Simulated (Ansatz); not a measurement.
## Ge3Si (model structure, P-4m2, No. 115, 4 atoms in the cell)

Method: LDA (Ansatz, a program for electronic structure, plane waves, PAW).

Settings: plane-wave cutoff 520 eV, 8×8×6 k mesh (along the axes of the cell as run), Fermi–Dirac smearing 0.01 eV, scalar-relativistic PAW data made under PBE.

Cell (relaxed at this level):

```yaml
crystal:
  lattice:
    - [3.93157, 0.00000, 0.00000]
    - [0.00000, 3.93157, 0.00000]
    - [0.00000, 0.00000, 5.55127]
  atoms:
    - { symbol: Si, position: [0.00000, 0.00000, 0.00000] }
    - { symbol: Ge, position: [0.50000, 0.00000, 0.24438] }
    - { symbol: Ge, position: [0.50000, 0.50000, 0.50000] }
    - { symbol: Ge, position: [0.00000, 0.50000, 0.75562] }
```

```yaml
band_gap: 0.23 eV (on the SCF k mesh)
bulk_modulus: 78.9 GPa
```

Note: the bulk modulus is −V dP/dV from two relaxed cells at ±2 % in volume; the relaxation could raise the start's symmetry but not lower it, so the cell can be a saddle point.

Spin–orbit coupling is not included.

The computed numbers hold no vibrational or temperature effects.

Computing time: about 2.2 core-minutes (a rough figure).

A model structure was made by putting elements into a prototype or built by hand; it is no filed structure, need not be a known phase, and can be a saddle point held by its symmetry.
